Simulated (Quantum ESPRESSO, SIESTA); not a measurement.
# Equation of state of rock-salt MgS (space group 225): energy against volume (SIESTA, LDA)

```
MgS
1.0
    0.00000     2.49888     2.49888
    2.49888     0.00000     2.49888
    2.49888     2.49888     0.00000
Mg S
1 1
Direct
  0.00000   0.00000   0.00000
  0.50000   0.50000   0.50000
```

Method: LDA PW92, numerical atomic orbitals DZP, PseudoDojo LDA standard norm-conserving potentials (rewritten from UPF to PSML) in SIESTA. Settings: XC.functional = LDA; XC.authors = PW92; potentials = PseudoDojo LDA standard; PAO.BasisSize = DZP; PAO.EnergyShift = 0.005 Ry; MeshCutoff = 455 Ry; kgrid.MonkhorstPack = 11 11 11; OccupationFunction = FD; ElectronicTemperature = 0.01 eV; MaxSCFIterations = 150; SCF.Mixer.Method = Pulay; SCF.Mixer.Weight = 0.1; SCF.Mixer.History = 6; SCF.DM.Tolerance = 1.0E-05. The cell above is the first row's. The rows scale it uniformly. In all rows fractional positions and the k mesh are held. E is the free energy at the stated smearing, counted from the lowest row.

| V (Å^3/atom) | E (meV/atom) |
|---|---|
| 15.604 | ? |
| 15.943 | 35.47 |
| 16.282 | 19.85 |
| 16.622 | 8.96 |
| 16.961 | 2.53 |
| 17.300 | 0.00 |
| 17.639 | 0.96 |
| 17.978 | 5.09 |
| 18.318 | 12.09 |

Question: Using the third-order Birch-Murnaghan form, a cubic in V^(-2/3), estimate the missing E at V = 15.604 from the other rows, showing the fit.

Answer: With u = V^(-2/3) - 0.151, the rows have u = 0.006865, 0.004666, 0.002536, 0.000484, -0.001502, -0.003423, -0.005285, -0.007093. Least squares gives E = 1.580 + 1748.71·u + 460076·u² + 652328·u³. Residuals (row less fit): -0.009, 0.028, -0.024, -0.004, 0.011, 0.001, -0.002, 0.000; standard error 0.020 (degrees of freedom: 4). Its minimum lies at u = -0.001908, so V0 = (0.149092)^(-3/2) = 17.37. There d²E/du² = 912700 and d³E/du³ = 3914000, so B0 = (4/9) × 17.37^(-7/3) × 912700 × 0.160218 = 83.2 GPa (the last factor turns the table's units into GPa), and B0' = 4 + (2/3) × 0.149092 × (3914000)/912700 = 4.4. The program's pressures in the fitted runs (not shown) pass through zero at V = 17.37, 0.00 % from this V0. At the withheld row, u = 0.009144, so E = 1.580 + 1748.71 × 0.009144 + 460076 × 0.009144² + 652328 × 0.009144³ = 56.537 meV/atom. The calculation gives 56.61 meV/atom, 0.073 meV/atom above the prediction (0.1 % of the range of E in the table). The row lies outside the fitted rows, so this is an extrapolation. From the scatter of the fitted rows alone, a prediction at this place has a standard error of 0.059 meV/atom, so the miss is 1.2 times that.

Carrying the step between the two nearest rows on in a straight line would have given 51.09, off by 5.52; series whose last step already gives the withheld value aren't shown. The scan was laid around a cell of about the measured size, scaled by a guess for this functional. The runs keep the symmetry of the cell, so they don't test it for distortions. A plane-wave scan with the same functional (Quantum ESPRESSO, GBRV) gives V0 = 16.87 Å^3/atom and B0 = 83.2 GPa; a Birch-Murnaghan fit to all rows here lies 3.0 % from it in V0 and 0 % in B0; the two differ in basis, and may differ in potentials and mesh. Values carry the incompleteness of an atom-centred basis. Cutoffs and mesh are single choices, not tested for convergence of this quantity. Series with a scatter that would blur these digits, or in which a gap closes, are not shown. Nor are scans whose minimum lies at an end fitted in this form.
